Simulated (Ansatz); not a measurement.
System: interstitial Al in anatase TiO2 (charge state +3). The step: a concerted move, in which Al travels most; the atom moves 1.24 Å along (0.25, 0.00, -0.08) of the unit cell; the moving atom starts with neighbours 2 O at 1.82, 2 O at 1.84, O at 1.86 Å and ends with 2 O at 1.85, 4 O at 1.96 Å. A PBE band in Ansatz (plane-wave PAW, the Γ point alone, 108 host sites, 42 SCF runs with any check of the saddle's order, static, no finite-size correction) gives a forward barrier of 1.07 eV. The saddle point's order was not checked, and it lies on a symmetry element of the cell, where a band can be held. The charge state is imposed; whether it is stable for some Fermi level was not computed. Sites that were not tried may lie lower.

Single points at the band's start and saddle point can refine it. Rough cost of one point, in units of the band's mean SCF on the same machine:

```json
[
 {"Level": "PBE, a 2×2×2 k-point mesh shifted by half a step", "Cost of one point": "about 8"},
 {"Level": "r2SCAN at 500 eV, the Γ point alone", "Cost of one point": "about 3"}
]
```

**Question.** Which of these move the barrier by more than 0.1 eV, and how far does each move it?

**Answer.** PBE, a 2×2×2 k-point mesh shifted by half a step: -0.04 eV; r2SCAN at 500 eV, the Γ point alone: +0.12 eV. Each functional is compared with PBE at the same k-points.

Ansatz is a first-principles code.
